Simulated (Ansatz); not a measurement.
An Ansatz (a quantum-chemistry and plane-wave program) input (plane-wave PAW DFT at the PBEsol level (Ansatz, 420 eV), no SOC):

Ansatz 0.2 input:
```yaml
crystal:
  lattice:
    - [4.6215900714, 0, 0]
    - [-2.3107950357, 4.0024144077, 0]
    - [0, 0, 6.9064913473]
  atoms:
    - { symbol: La, position: [0.3333333333, 0.6666666667, 0.2370642359] }
    - { symbol: La, position: [0.6666666667, 0.3333333333, 0.7629357641] }
    - { symbol: S, position: [0, 0, 0] }
    - { symbol: S, position: [0.3333333333, 0.6666666667, 0.6510786025] }
    - { symbol: S, position: [0.6666666667, 0.3333333333, 0.3489213975] }
basis: { ecutwfc: 420, ecutrho_ratio: 4, xc_grid: 2, fft_grid_basis: typed }
kpoints: { mp_grid: { grid: [8, 8, 5] } }
hamiltonian:
  xc: pbesol
  dispersion: none
  pseudopotentials: { kind: paw }
scf: { occupations: { method: fermi_dirac, width: 0.05 }, convergence: { dr2_threshold: 0.0000000005 } }
output: { forces: true, stress: true }
```

Q: Which symmetry and how many k-points will the program report, and about how many plane waves at Γ?

A: Space group P-3m1 (ITA 164) with 12 operations, k-points 40 of 320, and 2537 plane waves at Γ.

Stability against distortions was not tested. The cell is La$_{2}$S$_{3}$ (space group P-3m1, No. 164; a hypothetical phase, not in the database extracts checked).
